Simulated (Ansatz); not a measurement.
CsCl-type PdIn was calculated with rVV10 in Ansatz (plane waves, PAW).

Numerical settings: plane-wave cutoff 520 eV, 18×18×18 k mesh, Fermi–Dirac smearing 0.05 eV, scalar-relativistic PAW data made under PBE.

Computed at the level's own relaxed cell.

Q: Give the computed volume per atom, bulk modulus B0, equilibrium lattice constant a and pressure derivative B′ of the bulk modulus.

A: 
- volume per atom = 18.47 Å³/atom
- bulk modulus B0 = 103 GPa
- equilibrium lattice constant a = 3.331 Å
- pressure derivative B′ of the bulk modulus = 5.4

The run finds no gap.

Spin–orbit coupling is not included.

The result took around 2.7 core-minutes (rough).

Ansatz is a quantum-chemistry and plane-wave program.
